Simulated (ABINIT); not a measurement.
A self-consistent single point of LiNbSe2 (P6_3/mmc, 8 atoms in the cell) with ABINIT.

Computed with PBEsol, norm-conserving pseudopotentials (PseudoDojo nc-sr-04 PBEsol standard) (plane waves; ABINIT 10.0.3).

The change in words: lattice scaled by 0.98. Reference geometry:
```
CELL_PARAMETERS angstrom
      3.53331     0.00000     0.00000
     -1.76666     3.05994     0.00000
      0.00000     0.00000    13.54232
ATOMIC_POSITIONS crystal
  Li 0.00000 0.00000 0.00000
  Li 0.00000 0.00000 0.50000
  Nb 0.00000 0.00000 0.25000
  Nb 0.00000 0.00000 0.75000
  Se 0.33333 0.66667 0.12695
  Se 0.66667 0.33333 0.87305
  Se 0.66667 0.33333 0.62695
  Se 0.33333 0.66667 0.37305
```

Reference input (self-consistent single point, DFT, PBEsol, plane waves, norm-conserving pseudopotentials (PseudoDojo nc-sr-04 PBEsol standard)): pseudos = [Li.upf, Nb.upf, Se.upf]; ecut = 86 Ry; occopt = 1; ngkpt = 6 6 2; nshiftk = 1; shiftk = 0 0 0; potentials = PseudoDojo nc-sr-04 PBEsol standard; nband = 51; kptopt = 1; nstep = 80; tolvrs = 1e-10. This run's input differs from it in these lines:

```diff
@@ -3,6 +3,6 @@
 pseudos "Li.upf, Nb.upf, Se.upf"
-acell 3.5333098733 3.5333098733 13.5423200000 Angstrom
+acell 3.4626436142 3.4626436142 13.2714740000 Angstrom
 rprim
-         1.0000000000    0.0000000083    0.0000000000
-        -0.5000000072    0.8660253996    0.0000000000
+         1.0000000000    0.0000000259    0.0000000000
+        -0.5000000224    0.8660253909    0.0000000000
          0.0000000000    0.0000000000    1.0000000000
```

Output, abridged:

```
--- !BeginCycle
solver: {iscf: 7, nstep: 80, nline: 4, wfoptalg: 0, }
tolerances: {tolvrs: 1.00E-10, }
...

     iter   Etot(hartree)      deltaE(h)  residm     vres2
 ETOT  1  -617.91210746967    -6.179E+02 1.738E+00 4.044E+03
 ETOT  2  -623.50048525528    -5.588E+00 5.669E-02 1.342E+03
 ETOT  3  -623.56974920064    -6.926E-02 1.408E-02 2.962E+02
 ETOT  4  -623.58135314788    -1.160E-02 4.461E-03 3.803E+01
 ETOT  5  -623.58316793259    -1.815E-03 2.205E-03 5.646E-01
   [... 14 lines left out ...]
 ETOT 20  -623.58334062062     7.844E-12 2.742E-04 2.379E-10
 ETOT 21  -623.58334062063    -5.343E-12 1.673E-04 1.043E-10
 ETOT 22  -623.58334062063    -7.503E-12 1.722E-04 1.422E-10
 ETOT 23  -623.58334062062     1.614E-11 1.704E-04 8.878E-11
 At SCF step   23       vres2   =  8.88E-11 < tolvrs=  1.00E-10 =>converged.

 Cartesian components of stress tensor (hartree/bohr^3)
  sigma(1 1)= -7.03518446E-05  sigma(3 2)=  0.00000000E+00
  sigma(2 2)= -7.03518471E-05  sigma(3 1)=  0.00000000E+00
  sigma(3 3)= -1.22403443E-04  sigma(2 1)= -5.88068165E-13

 ----iterations are completed or convergence reached----

 reduced coordinates (array xred) for    8 atoms
       0.000000000000      0.000000000000      0.000000000000
       0.000000000000      0.000000000000      0.500000000000
       0.000000000000      0.000000000000      0.250000000000
       0.000000000000      0.000000000000      0.750000000000
       0.333333333333      0.666666666667      0.126950000000
       0.666666666667      0.333333333333      0.873050000000
   [... lines left out ...]
 Fermi (or HOMO) energy (eV) =   8.43124   Average Vxc (eV)= -11.35902
   [... lines left out ...]
total_energy        : -6.23583340620617E+02
total_energy_eV     : -1.69685656503287E+04
band_energy         : -7.83832383988042E+01
...

-Cartesian components of stress tensor (GPa)         [Pressure=  2.5803E+00 GPa]
- sigma(1 1)= -2.06982238E+00  sigma(3 2)=  0.00000000E+00
- sigma(2 2)= -2.06982245E+00  sigma(3 1)=  0.00000000E+00
- sigma(3 3)= -3.60123303E+00  sigma(2 1)= -1.73015598E-08

 Calculation completed.
```

The run converged in 23 iterations. Against the reference run the free energy goes down by 4.9 meV/atom, the pressure goes from -3.72 to 2.58 GPa, the largest force goes from 0.334 to 0.274 eV/Å and the gap on the mesh hardly changes (0.594 to 0.584 eV).

The starting cell comes from a database of computed structures (which also holds hypothetical and non-ambient phases and stackings), without a prior relaxation at this level. For this run, on top of that: lattice scaled by 0.98.

Cost on one core of a shared machine: roughly 7 min.
